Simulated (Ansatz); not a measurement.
Functionals compared on the (100) surface of rock-salt PbSe in its 1x1 cell (cut with top plane Pb + Se, bottom plane Pb + Se), outermost plane spacing 3.11 Å in the ideal cut, in Ansatz (plane waves, PAW). The structure was relaxed with PBE; the other rows are single points on it, each with its references at the same level. Cutoff 420 eV (500 eV for r2SCAN). HSE06 used the coarser mesh 4x4x1.

Model: 10-atom slab, Pb5Se5, 12.4 Å thick at the start, 6x6x1 mesh, Fermi-Dirac 0.025 eV, dipole correction, all atoms relaxed; symmetry of the start imposed; no spin, no spin-orbit, no U. These notes are the PBE run's.

A dash marks a value that is undefined for that row or was read on another mesh.

```json
[
 {"functional": "PBE", "surface energy (J/m²)": "0.19", "gap of the slab on its k-mesh (eV)": "0.78", "highest filled level below the top vacuum level (eV)": "4.55", "rough cost of the single point": "–"},
 {"functional": "LDA", "surface energy (J/m²)": "0.32", "gap of the slab on its k-mesh (eV)": "0.68", "highest filled level below the top vacuum level (eV)": "4.86", "rough cost of the single point": "very roughly 60 core-seconds"},
 {"functional": "PBEsol", "surface energy (J/m²)": "0.26", "gap of the slab on its k-mesh (eV)": "0.71", "highest filled level below the top vacuum level (eV)": "4.64", "rough cost of the single point": "very roughly 23 core-seconds"},
 {"functional": "RPBE", "surface energy (J/m²)": "0.10", "gap of the slab on its k-mesh (eV)": "0.85", "highest filled level below the top vacuum level (eV)": "4.43", "rough cost of the single point": "around 24 core-seconds (rough)"},
 {"functional": "r2SCAN", "surface energy (J/m²)": "0.25", "gap of the slab on its k-mesh (eV)": "1.05", "highest filled level below the top vacuum level (eV)": "4.72", "rough cost of the single point": "around 40 core-seconds (rough)"},
 {"functional": "HSE06", "surface energy (J/m²)": "0.20", "gap of the slab on its k-mesh (eV)": "–", "highest filled level below the top vacuum level (eV)": "–", "rough cost of the single point": "around 6 core-minutes (rough)"}
]
```

Ansatz is a quantum-chemistry and plane-wave program.
